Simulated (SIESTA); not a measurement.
## A self-consistent single point of Rb₃ClO (Pnma, 20 atoms in the cell) with SIESTA

Level of theory: GGA PBEsol, numerical atomic orbitals DZP, PseudoDojo PBEsol standard norm-conserving potentials (rewritten from UPF to PSML) (SIESTA).

This input was run:

```
# files in the folder: Rb.psml Cl.psml O.psml (PseudoDojo PBEsol standard)
SystemName  Rb3ClO
SystemLabel Rb3ClO

NumberOfAtoms                20
NumberOfSpecies              3
%block ChemicalSpeciesLabel
  1 37 Rb
  2 17 Cl
  3 8 O
%endblock ChemicalSpeciesLabel
LatticeConstant              1.0 Bohr
%block LatticeVectors
    16.466544327    0.000000000    0.000000000
     0.000000000    8.166356961    0.000000000
     0.000000000    0.000000000   29.708006460
%endblock LatticeVectors
AtomicCoordinatesFormat      Ang
%block AtomicCoordinatesAndAtomicSpecies
     0.208867868    1.080362500    9.363937312  1
     8.504852132    3.241087500    6.356862688  1
     4.147992132    3.241087500    1.503537312  1
     4.565727868    1.080362500   14.217262688  1
     1.472357268    1.080362500    0.029240688  1
     7.241362732    3.241087500   15.691559312  1
     2.884502732    3.241087500    7.889640688  1
     5.829217268    1.080362500    7.831159312  1
     1.738125728    3.241087500   12.419903624  1
     6.975594272    1.080362500    3.300896376  1
     2.618734272    1.080362500    4.559503624  1
     6.094985728    3.241087500   11.161296376  1
     0.778658019    3.241087500    2.733847120  2
     7.935061981    1.080362500   12.986952880  2
     3.578201981    1.080362500   10.594247120  2
     5.135518019    3.241087500    5.126552880  2
     1.501635368    1.080362500    6.891369888  3
     7.212084632    3.241087500    8.829430112  3
     2.855224632    3.241087500   14.751769888  3
     5.858495368    1.080362500    0.969030112  3
%endblock AtomicCoordinatesAndAtomicSpecies

XC.functional                GGA
XC.authors                   PBEsol
PAO.BasisSize                DZP
PAO.EnergyShift              0.01 Ry
MeshCutoff                   300 Ry
%block kgrid.MonkhorstPack
    3   0   0  0.5
    0   5   0  0.5
    0   0   2  0.5
%endblock kgrid.MonkhorstPack
OccupationFunction           FD
ElectronicTemperature        0.02 eV

MaxSCFIterations             150
SCF.Mixer.Method             Pulay
SCF.Mixer.Weight             0.25
SCF.Mixer.History            8
SCF.DM.Tolerance             1.0E-04
Diag.ParallelOverK           true
WriteForces                  true
Charge.Mulliken              end
```

Output, abridged:

```
reinit: Reading from file input.fdf

reinit: System Name: Rb3ClO
reinit: System Label: Rb3ClO

coor:   Atomic-coordinates input format  =     Cartesian coordinates
coor:                                          (in Angstroms)

siesta: Atomic coordinates (Bohr) and species
siesta:      0.39470   2.04159  17.69528  1        1
siesta:     16.07184   6.12477  12.01273  1        2
siesta:      7.83857   6.12477   2.84127  1        3
siesta:      8.62798   2.04159  26.86673  1        4
siesta:      2.78235   2.04159   0.05526  1        5
siesta:     13.68419   6.12477  29.65275  1        6
siesta:      5.45092   6.12477  14.90926  1        7
siesta:     11.01562   2.04159  14.79875  1        8
siesta:      3.28458   6.12477  23.47022  1        9
siesta:     13.18196   2.04159   6.23779  1       10
siesta:      4.94869   2.04159   8.61621  1       11
siesta:     11.51785   6.12477  21.09179  1       12
siesta:      1.47145   6.12477   5.16622  2       13
siesta:     14.99509   2.04159  24.54178  2       14
siesta:      6.76182   2.04159  20.02023  2       15
siesta:      9.70472   6.12477   9.68778  2       16
siesta:      2.83768   2.04159  13.02280  3       17
siesta:     13.62886   6.12477  16.68520  3       18
siesta:      5.39559   6.12477  27.87680  3       19
siesta:     11.07095   2.04159   1.83120  3       20

siesta: System type = bulk

initatomlists: Number of atoms, orbitals, and projectors:     20   212   340

siesta: ******************** Simulation parameters ****************************
redata: Spin configuration                          = none
redata: Time-Reversal Symmetry                      = T
redata: Number of Atomic Species                    =        3
redata: Mesh Cutoff                                 =   300.0000 Ry
redata: Net charge of the system                    =     0.0000 |e|
redata: Min. number of SCF Iter                     =        0
   [... lines left out ...]
diag: Parallel distribution                         =     1 x     1
diag: Used triangular part                          = Lower
diag: Absolute tolerance                            =  0.100E-15
diag: Orthogonalization factor                      =  0.100E-05
diag: Memory factor                                 =  1.0000

superc: Internal auxiliary supercell:     5 x     5 x     3  =      75
superc: Number of atoms, orbitals, and projectors:   1500  15900  25500

                        Single-point calculation

superc: Internal auxiliary supercell:     5 x     5 x     3  =      75
superc: Number of atoms, orbitals, and projectors:   1500  15900  25500

outcell: Unit cell vectors (Ang):
        8.713720    0.000000    0.000000
        0.000000    4.321450    0.000000
        0.000000    0.000000   15.720800

outcell: Cell vector modules (Ang)   :    8.713720    4.321450   15.720800
outcell: Cell angles (23,13,12) (deg):     90.0000     90.0000     90.0000
outcell: Cell volume (Ang**3)        :    591.9810
new_DM -- step:     1
Initializing Density Matrix...

Attempting to read DM from file... Failed...
DM filled with atomic data:

InitMesh: MESH = 96 x 48 x 180 = 829440
InitMesh: Mesh cutoff (required, used) =   300.000   335.457 Ry

stepf: Fermi-Dirac step function
        iscf     Eharris(eV)        E_KS(eV)     FreeEng(eV)     dDmax    Ef(eV) dHmax(eV)
   scf:    1   -12273.048108   -12369.189056   -12369.189056  0.994324 -4.264714 22.644621
   scf:    2   -12418.959449   -12401.372553   -12401.372553  0.502837 -3.989336  5.228893
   scf:    3   -12399.426628   -12402.951926   -12402.951926  0.189227 -3.374284  3.662726
   scf:    4   -12400.051351   -12403.172836   -12403.172836  0.161527 -3.771979  3.428737
   scf:    5   -12404.732237   -12404.101115   -12404.101115  0.117094 -3.630020  1.369550
   scf:    6   -12403.998128   -12404.215019   -12404.215019  0.055313 -3.458640  0.793274
   scf:    7   -12404.223515   -12404.260117   -12404.260118  0.021866 -3.541481  0.288936
   scf:    8   -12404.269818   -12404.265870   -12404.265870  0.004531 -3.528086  0.129375
   scf:    9   -12404.267018   -12404.266478   -12404.266478  0.001174 -3.525247  0.099595
   scf:   10   -12404.267627   -12404.267296   -12404.267296  0.001819 -3.518832  0.016313
   scf:   11   -12404.267327   -12404.267319   -12404.267319  0.000403 -3.517604  0.001691
   scf:   12   -12404.267319   -12404.267319   -12404.267319  0.000084 -3.517442  0.000306
SCF Convergence by DM+H criterion
max |DM_out - DM_in|         :     0.0000839513
max |H_out - H_in|      (eV) :     0.0003059830
SCF cycle converged after 12 iterations

Using DM_out to compute the final energy and forces

siesta: E_KS(eV) =           -12404.2673

siesta: E_KS - E_eggbox =    -12404.2673

siesta: Atomic forces (eV/Ang):
     1   -0.004517   -0.000000   -0.007723
     2    0.004517   -0.000000    0.007723
     3    0.004517   -0.000000   -0.007723
   [... 17 lines left out ...]
   Tot    0.000000    0.000000   -0.000000
   Max    0.150548
   Res    0.073806    sqrt( Sum f_i^2 / 3N )
   Max    0.150548    constrained

Stress tensor Voigt[x,y,z,yz,xz,xy] (kbar):       -7.92       -9.82       -7.94        0.00        0.00        0.00
(Free)E + p*V (eV/cell)   -12401.1056
Target enthalpy (eV/cell)   -12404.2673

siesta: Program's energy decomposition (eV):
siesta: Ebs     =     -2528.033601
siesta: Eions   =     14987.160730
siesta: Ena     =      1940.892128
siesta: Ekin    =      4193.065748
siesta: Enl     =      -393.626735
siesta: Eso     =         0.000000
siesta: Edftu   =         0.000000
siesta: DEna    =        62.034238
siesta: DUscf   =        11.624464
siesta: DUext   =         0.000000
siesta: Ex      =     -2971.896012
siesta: Ec      =      -259.200420
siesta: Exc     =     -3231.096432
siesta: Eharris =    -12404.267319
siesta: Etot    =    -12404.267319
siesta: FreeEng =    -12404.267319

siesta: Atomic forces (eV/Ang):
siesta:      1   -0.004517   -0.000000   -0.007723
siesta:      2    0.004517   -0.000000    0.007723
siesta:      3    0.004517   -0.000000   -0.007723
siesta:      4   -0.004517   -0.000000    0.007723
siesta:      5   -0.054202    0.000000    0.096739
siesta:      6    0.054202   -0.000000   -0.096739
siesta:      7    0.054202   -0.000000    0.096739
siesta:      8   -0.054202   -0.000000   -0.096739
siesta:      9   -0.136431    0.000000   -0.150547
siesta:     10    0.136431   -0.000000    0.150547
siesta:     11    0.136431    0.000000   -0.150548
siesta:     12   -0.136431    0.000000    0.150548
siesta:     13    0.018072    0.000000    0.052736
   [... lines left out ...]
siesta: Cell volume =        591.980956 Ang**3
siesta:           8.55718403          8.46235953  kBar
   [... lines left out ...]
               3Pdxy   3Pdyz   3Pdz2   3Pdxz   3Pdx2-y2
  17  6.822   1.841  -0.030   2.129   2.056   1.958  -0.420  -0.387  -0.331
              0.002   0.001   0.001   0.001   0.001
  18  6.822   1.841  -0.030   2.129   2.056   1.958  -0.420  -0.387  -0.331
              0.002   0.001   0.001   0.001   0.001
  19  6.822   1.841  -0.030   2.129   2.056   1.958  -0.420  -0.387  -0.331
              0.002   0.001   0.001   0.001   0.001
  20  6.822   1.841  -0.030   2.129   2.056   1.958  -0.420  -0.387  -0.331
              0.002   0.001   0.001   0.001   0.001

mulliken: Qtot =      160.000

Mulliken Atomic Populations:
Atom #   charge [q] valence [e]  Species
     1     0.380773    8.619227  Rb
     2     0.380773    8.619227  Rb
     3     0.380773    8.619227  Rb
     4     0.380773    8.619227  Rb
     5     0.313525    8.686475  Rb
     6     0.313525    8.686475  Rb
     7     0.313525    8.686475  Rb
     8     0.313525    8.686475  Rb
     9     0.298672    8.701328  Rb
    10     0.298672    8.701328  Rb
    11     0.298672    8.701328  Rb
    12     0.298672    8.701328  Rb
    13    -0.170676    7.170676  Cl
    14    -0.170676    7.170676  Cl
    15    -0.170676    7.170676  Cl
    16    -0.170676    7.170676  Cl
    17    -0.822295    6.822295  O
    18    -0.822295    6.822295  O
    19    -0.822295    6.822295  O
    20    -0.822295    6.822295  O
 Total    -0.000000
```

The run converged in 12 iterations.

The starting cell comes from a database of computed structures (which also holds hypothetical and non-ambient phases and stackings), without a prior relaxation at this level. Values carry the incompleteness of an atom-centred basis.

Cost on one core of a shared machine: roughly 80 s.
